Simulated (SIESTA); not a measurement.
A self-consistent single point of BaCuTeF (P1, 8 atoms in the cell) with SIESTA.

Level of theory: GGA PBEsol, numerical atomic orbitals DZP, PseudoDojo PBEsol standard norm-conserving potentials (rewritten from UPF to PSML) in SIESTA.

The change in words: lattice scaled by 0.98. Reference geometry:
```yaml
crystal:
  lattice:
    - [4.44881, 0.00000, 0.00000]
    - [0.00000, 4.44881, 0.00000]
    - [0.00000, 0.00000, 9.52665]
  atoms:
    - { symbol: Ba, position: [0.99849, 0.49046, 0.65710] }
    - { symbol: Ba, position: [0.49738, 0.99905, 0.35059] }
    - { symbol: Cu, position: [0.99236, 0.00022, 0.99814] }
    - { symbol: Cu, position: [0.48893, 0.50458, 0.99943] }
    - { symbol: Te, position: [0.50047, 0.00880, 0.83386] }
    - { symbol: Te, position: [0.02380, 0.51412, 0.15878] }
    - { symbol: F, position: [0.49094, 0.49221, 0.50062] }
    - { symbol: F, position: [0.00765, 0.99056, 0.50147] }
```

Reference input (self-consistent single point, DFT, GGA PBEsol, numerical atomic orbitals DZP, PseudoDojo PBEsol standard norm-conserving potentials (rewritten from UPF to PSML)): XC.functional = GGA; XC.authors = PBEsol; potentials = PseudoDojo PBEsol standard; PAO.BasisSize = DZP; PAO.EnergyShift = 0.005 Ry; MeshCutoff = 300 Ry; kgrid.MonkhorstPack = 3 3 2; OccupationFunction = FD; ElectronicTemperature = 10 K; MaxSCFIterations = 150; SCF.Mixer.Method = Pulay; SCF.Mixer.Weight = 0.25. This run's input differs from it in these lines:

```diff
@@ -14,5 +14,5 @@
 %block LatticeVectors
-     8.407032480    0.000000000    0.000000000
-     0.000000000    8.407032480    0.000000000
-     0.000000000    0.000000000   18.002759385
+     8.238892209    0.000000000    0.000000000
+     0.000000000    8.238892209    0.000000000
+     0.000000000    0.000000000   17.642704197
 %endblock LatticeVectors
@@ -20,10 +20,10 @@
 %block AtomicCoordinatesAndAtomicSpecies
-    -0.012711433    4.123338371   11.829595189  1
-     4.181464594   -0.008003495    6.311659424  1
-    -0.064263356    0.001849547   -0.033395119  2
-     4.110433577    4.242020449   -0.010207565  2
-     4.207442324    0.073965072   15.011708930  3
-     0.200087373    4.322206725    2.858424127  3
-     4.127306491    4.138017050    9.012577409  4
-     0.064305391   -0.079320351    9.027915760  4
+    -0.012457205    4.040871789   11.593003285  1
+     4.097835490   -0.007843425    6.185426235  1
+    -0.062978092    0.001812556   -0.032727216  2
+     4.028225090    4.157180231   -0.010003413  2
+     4.123293667    0.072485774   14.711474751  3
+     0.196085635    4.235762785    2.801255644  3
+     4.044760547    4.055256895    8.832325861  4
+     0.063019287   -0.077733948    8.847357445  4
 %endblock AtomicCoordinatesAndAtomicSpecies
```

Log, with long lists cut:

```
        iscf     Eharris(eV)        E_KS(eV)     FreeEng(eV)     dDmax    Ef(eV) dHmax(eV)
   scf:    1   -17850.650198   -18538.026867   -18538.027002  1.940816 -0.261242102.102459
   scf:    2   -18286.163208   -18747.801353   -18747.801353  1.616246 -5.583505 61.685353
   scf:    3   -18905.445577   -18851.094097   -18851.094097  0.889985 -5.462977 26.706925
   scf:    4   -18865.382804   -18858.635066   -18858.635066  0.166529 -5.156672 19.790313
   scf:    5   -18871.795171   -18867.721988   -18867.721988  0.396139 -4.422258  2.695731
   [... 6 lines left out ...]
   scf:   12   -18867.949061   -18867.949060   -18867.949060  0.000490 -4.263561  0.002616
   scf:   13   -18867.949061   -18867.949061   -18867.949061  0.000237 -4.263471  0.000500
   scf:   14   -18867.949061   -18867.949061   -18867.949061  0.000198 -4.263538  0.000195
   scf:   15   -18867.949061   -18867.949061   -18867.949061  0.000043 -4.263564  0.000048
SCF Convergence by DM+H criterion
max |DM_out - DM_in|         :     0.0000428617
max |H_out - H_in|      (eV) :     0.0000477302
SCF cycle converged after 15 iterations

Using DM_out to compute the final energy and forces

siesta: E_KS(eV) =           -18867.9491

siesta: E_KS - E_eggbox =    -18867.9491

siesta: Atomic forces (eV/Ang):
     1   -0.060655    0.258507    0.561168
     2    0.375292   -0.004680   -0.862681
     3    0.012421    0.202300   -0.045320
     4    0.596162    0.018693   -0.240585
     5   -0.046336   -0.271623   -0.043042
     6   -0.845856   -0.376026    0.516701
     7    0.190697    0.119861    0.064062
     8   -0.219517    0.050265    0.048546
   Tot    0.002207   -0.002703   -0.001150
   Max    0.862681
   Res    0.355716    sqrt( Sum f_i^2 / 3N )
   Max    0.862681    constrained

   [... lines left out ...]
siesta: FreeEng =    -18867.949061
siesta: Cell volume =        177.462336 Ang**3
siesta:          24.07572769         12.41222013  kBar
   [... lines left out ...]

mulliken: Qtot =      104.000

Mulliken Atomic Populations:
Atom #   charge [q] valence [e]  Species
     1     1.408897    8.591103  Ba
     2     1.390530    8.609470  Ba
     3     0.166488   18.833512  Cu
     4     0.188787   18.811213  Cu
     5    -0.941798   16.941798  Te
     6    -0.889069   16.889069  Te
     7    -0.661973    7.661973  F
     8    -0.661861    7.661861  F
 Total     0.000000
```

The run converged in 15 iterations. Against the reference run the free energy goes up by 4.5 meV/atom, the pressure goes from -1.19 to 2.41 GPa, the largest force goes from 0.732 to 1.060 eV/Å and the gap on the mesh goes from 1.593 to 1.526 eV.

The starting cell comes from a database of computed structures (which also holds hypothetical and non-ambient phases and stackings), without a prior relaxation at this level. Its atoms were displaced at random from the sites of space group no. 129. For this run, on top of that: lattice scaled by 0.98. Spin-orbit coupling is off. Values carry the incompleteness of an atom-centred basis. The basis of the alkali or alkaline-earth atoms may lack their empty d shell, which can raise the gap. Forces in this geometry exceed 1 eV/Å.

Cost on one core of a shared machine: roughly 60 s.
